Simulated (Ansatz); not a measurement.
**SrTiO3: response to strain**

Take SrTiO₃ in the cubic perovskite structure (space group Pm-3m, No. 221) as the base.

```xyz
5
Lattice="3.8542 0.0000 0.0000 0.0000 3.8542 0.0000 0.0000 0.0000 3.8542" Properties=species:S:1:pos:R:3 pbc="T T T"
Sr     0.0000     0.0000     0.0000
Ti     1.9271     1.9271     1.9271
O      1.9271     0.0000     1.9271
O      0.0000     1.9271     1.9271
O      1.9271     1.9271     0.0000
```

Cartesian axes are those of the cell as printed.

Strains are applied to the cell and any free atomic positions relax; under biaxial strain the out-of-plane vector relaxes too.

Calculations: LDA/PAW in Ansatz (an electronic-structure program), no spin-orbit coupling.

Notes on the quantities. energy relative to the base: free energy F.

| biaxial strain, plane normal [001], relaxed out of plane (%) | energy relative to the base (meV/atom) |
|---|---|
| -3 | 30.6 |
| -2.4 | ? |
| -1.8 | 10.5 |
| -1.2 | 4.6 |
| -0.6 | 1.1 |
| 0 | 0.0 |

Task: Fit ΔE = Aε² + Bε³ (ε in %) to the rows shown and predict the withheld row.

Result: Least squares on the printed values gives A = 3.02 and B = -0.13 meV/atom (largest residual 0.0 meV/atom); this predicts 19.1 meV/atom, and the run gives 19.1 meV/atom, in agreement.

Stability against distortions was not tested. All final runs are without spin polarisation. Many cubic perovskites are stable only at high temperature; tilts and polar distortions were not tested.
